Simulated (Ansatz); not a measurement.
The reference is GaCuSe2 in the chalcopyrite structure (space group I-42d, No. 122; a = 5.672 Å, c = 11.263 Å).

The values are results of PBE (Ansatz, a first-principles code), no spin-orbit coupling, earlier PAW set, not measurements.

It is then changed as follows: an isotropic linear strain of −4.67 %; the atoms relax in the strained cell.

Q: What does the calculation give for the largest internal atomic displacement after the change?

A: The largest internal atomic displacement comes out as 0.011 Å.

Q: Predict the new energy relative to the base.

A: The energy goes up by 100 meV/atom.

Whether these cells are dynamically stable was not tested. All final runs are without spin polarisation.
